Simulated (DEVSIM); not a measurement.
System: Co/SiON/n-In0.53Ga0.47As capacitor, at 300 K.

Layer 1 from the left is SiON, thickness (nm) 3.30. Layer 2 from the left is In0.53Ga0.47As, thickness (nm) 5000, Nd (cm⁻³) 1.3e16.

Metal gate on the left, work function 5 eV. Fixed charge at the semiconductor interface -1.2e11 cm⁻² (in units of +e); interface traps 1e11 cm⁻² eV⁻¹, uniform in energy, neutral level at 0.7 of the gap above the valence band.

The device is made up for the run: typed textbook-type constants, with dimensions and the other settings drawn at random. Values at 300 K.

SiON: gap (eV) 7, affinity (eV) 1.4, permittivity 5.5. In0.53Ga0.47As: gap (eV) 0.74, affinity (eV) 4.51, permittivity 13.9, Nc (cm⁻³) 2.1e17, Nv (cm⁻³) 7.7e18.

DEVSIM, 1D Poisson equation in equilibrium, Boltzmann statistics, complete ionisation; no quantum confinement or tunnelling. Metal contacts follow the ideal Schottky-Mott rule: no Fermi-level pinning, no interface dipoles.

### Question
What does the simulation give for the minimum of the low-frequency capacitance, the threshold voltage (band bending 2φF), the flat-band voltage?

### Answer
minimum of the low-frequency capacitance 0.0720 μF/cm²; threshold voltage (band bending 2φF) -0.11 V; flat-band voltage 0.43 V.
